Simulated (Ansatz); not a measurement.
TiO2 (model structure, started from the CdI2 type, P-3m1, No. 164, 3 atoms in the cell) was calculated with PBE-D3(BJ) in Ansatz (PAW).

Numerical settings: plane-wave cutoff 500 eV, 18×18×10 k mesh (along the axes of the cell as run), Fermi–Dirac smearing 0.05 eV, no spin polarisation, scalar-relativistic PAW data made under PBE.

Cell (relaxed at this level):

```cif
data_O2Ti
_chemical_formula_sum 'Ti1 O2'
_space_group_name_H-M_alt 'P 1'
_space_group_IT_number 1
_cell_length_a 2.97375
_cell_length_b 2.97375
_cell_length_c 4.53653
_cell_angle_alpha 90.000
_cell_angle_beta 90.000
_cell_angle_gamma 120.000
loop_
_space_group_symop_operation_xyz
  'x, y, z'
loop_
_atom_site_label
_atom_site_type_symbol
_atom_site_fract_x
_atom_site_fract_y
_atom_site_fract_z
_atom_site_occupancy
Ti1 Ti 0.00000 0.00000 0.00000 1
O1 O 0.33333 0.66667 0.21305 1
O2 O 0.66667 0.33333 0.78695 1
```

### Question
Predict the band gap.

### Answer

- band gap: 2.51 eV (on the SCF k mesh)

Note: the relaxation could raise the start's symmetry but not lower it, so the cell can be a saddle point.

Computed values are for the static lattice.

A model structure was made by putting elements into a prototype or built by hand; it is no filed structure, need not be a known phase, and can be a saddle point held by its symmetry.

Ansatz is an electronic-structure program.
